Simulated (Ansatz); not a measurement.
A computed series for MgO: response to strain

Take MgO in the rock salt structure (space group Fm-3m, No. 225; a = 4.204 Å) as the base. Axes: x, y, z lie along the cube axes.

Strains are applied to the cell and any free atomic positions relax; under biaxial strain the out-of-plane vector relaxes too.

Computed with Ansatz (a first-principles code), r2SCAN, PAW, cutoff 500 eV, scalar-relativistic without spin-orbit coupling.

| biaxial strain, plane normal [111], relaxed out of plane (%) | out-of-plane strain (%) |
|---|---|
| 0 | 0.00 |
| 0.42 | -0.14 |
| 0.83 | -0.28 |
| 1.25 | ? |
| 1.67 | -0.55 |
| 2.08 | -0.69 |
| 2.5 | -0.83 |

### Question
Fit ε⊥ = −νε + γε² (strains in %) to the rows shown and predict the withheld row.

### Answer
Least squares on the printed values gives ν = 0.33 (the biaxial Poisson response) and γ = 0.001 (largest residual 0.00 %); this predicts -0.42 %, and the run gives -0.41 %, in agreement.

Stability against distortions was not tested.
